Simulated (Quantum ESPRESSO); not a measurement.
One base run on Mn2B4Mo (Immm, 7 atoms in the cell) and variants with one or two settings moved

```
Mn2B4Mo
1.0
    1.51042     1.54367     6.44237
   -1.51042     1.54367     6.44237
   -1.51042    -1.54367     6.44237
Mn B Mo
2 4 1
Cartesian
  0.00000   0.00000   2.40288
  0.00000   0.00000  10.48186
  0.00000   0.00000   4.53878
  0.00000   0.00000   8.34596
 -1.51042   0.00000   5.51222
  0.00000  -1.54367   0.93015
 -1.51042   0.00000   0.00000
```
Moments meant for the start (each program seeds them in its own way; μB, in the order of the atoms Mn Mn B B B B Mo): 4.0 4.0 0.0 0.0 0.0 0.0 0.0.

Base run A: PBEsol, GBRV 1.5 ultrasoft (PBESOL) pseudopotentials in Quantum ESPRESSO, self-consistent single point.

Its settings: ecutwfc = 50 Ry; ecutrho = 400 Ry; occupations = smearing; smearing = methfessel-paxton; degauss = 0.0073499 Ry; nspin = 2; potentials = {Mn: mn_pbesol_v1.5.uspp.F.UPF, B: b_pbesol_v1.4.uspp.F.UPF, Mo: mo_pbesol_v1.uspp.F.UPF}; K_POINTS = automatic 8 8 8 0 0 0; conv_thr = 1e-09 Ry; mixing_beta = 0.4.

The starting cell comes from a database of computed structures (which also holds hypothetical and non-ambient phases and stackings), without a prior relaxation at this level. The magnetic order is the one reached from the typed start; others were not searched systematically. In the base run, with a pressure of about -10 GPa the cell is away from its equilibrium volume at this level.

ΔF is the free energy per atom less that of run A. A dash stands where there is no value to compare (another energy zero or no entropy term, no result, no spin, no clean gap, or a mesh too coarse for one). Total energies depend on the potentials, the functional and any Hubbard or dispersion term, so they are compared only between runs that share all of them.

| run | change | ΔF (meV/atom) | pressure (GPa) | largest force (eV/Å) | size of the net moment (μB/atom) |
|---|---|---|---|---|---|
| A | base | 0.00 | -9.55 | 0.149 | 0.51 |
| B | ecutrho: 400 Ry → 500 Ry | -0.04 | -9.52 | 0.149 | 0.51 |
| C | vdw_corr: default → grimme-d3; dftd3_version: default → 4; dftd3_threebody: default → true [PBEsol-D3(BJ) with three-body term] | – | -14.08 | 0.149 | 0.51 |

Run B against A: The free energy stays essentially unchanged (within 1 meV/atom), the pressure hardly changes (-9.55 to -9.52 GPa), the largest force stays at 0.149 eV/Å and the size of the net moment stays at 0.51 μB/atom.

Run C against A: The pressure goes from -9.55 to -14.08 GPa, the largest force stays at 0.149 eV/Å and the size of the net moment stays at 0.51 μB/atom.
